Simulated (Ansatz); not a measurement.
Structures of equal composition on the (111)A surface of 3C silicon carbide (Si plane on top): (√3x√3)R30° Al adatom at H3; (√3x√3)R30° Al adatom at T4. The slabs share one bottom face, and each structure is named by its start. These are constructed structures in small cells; real faces may alloy, dewet or reconstruct in larger ones, and not all known structures of the face are among them. Slabs of about 10 Å with all that they carry, Fermi-Dirac smearing of 0.025 eV. Bottom of the slabs: H caps. Relaxed from the named starts with such symmetry as they have, on meshes of like density; energies extrapolated to zero smearing; no spin-orbit coupling, no U. Spin-polarised runs, if any, are marked in brackets, and their order is one that fits the cell; the others ran without spin. Where a second, spin-polarised start was run, the lower counts.

Host crystal: 3C silicon carbide, with a band gap (PBE, scalar-relativistic without spin-orbit coupling).

Method: r2SCAN, at the PBE geometry (plane waves to 500 eV, PAW; Ansatz, a quantum-chemistry and plane-wave program).

Problem. Put the candidates in order of energy per 1x1 cell, lowest first, for r2SCAN, at the PBE geometry.

Solution. (√3x√3)R30° Al adatom at T4 (0.000 eV, gap 2.12 eV on the mesh), (√3x√3)R30° Al adatom at H3 (0.268 eV, gap 1.40 eV on the mesh)
